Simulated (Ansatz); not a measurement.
System: BeNi (Pm-3m, No. 221, 2 atoms in the cell; start mp-1033). Method: LDA (Ansatz, a program for electronic structure, plane waves, PAW).

Run with plane-wave cutoff 520 eV, 22×22×22 k mesh, Fermi–Dirac smearing 0.05 eV, no spin polarisation, scalar-relativistic PAW data made under PBE.

Cell (relaxed at this level):

BeNi is modelled in the cubic space group Pm-3m (No. 221), the CsCl type structure, Pearson symbol cP2. Lattice parameters: a = 2.555 Å, b = 2.555 Å, c = 2.555 Å, α = 90.00°, β = 90.00°, γ = 90.00°. Be on 1a is coordinated by 8 Ni at 2.212 Å and 6 Be at 2.555 Å. Ni on 1b is coordinated by 8 Be at 2.212 Å and 6 Ni at 2.555 Å. (Neighbours: up to the widest gap in distance over summed covalent radii, below 1.35, at either atom.)

Problem. Predict the bulk modulus B0.

Solution. 
- bulk modulus B0: 214 GPa

Note: the run has no spin polarisation, so it can have missed a magnetic state; the bulk modulus is −V dP/dV from two relaxed cells at ±2 % in volume; the relaxation could not lower the start's symmetry, so the cell can be a saddle point above a distorted one.

Static lattice: no zero-point or thermal effects.

Cost on a shared machine: very roughly 22 core-seconds.

A start named mp-… is a Materials Project structure, which need not be a measured phase.
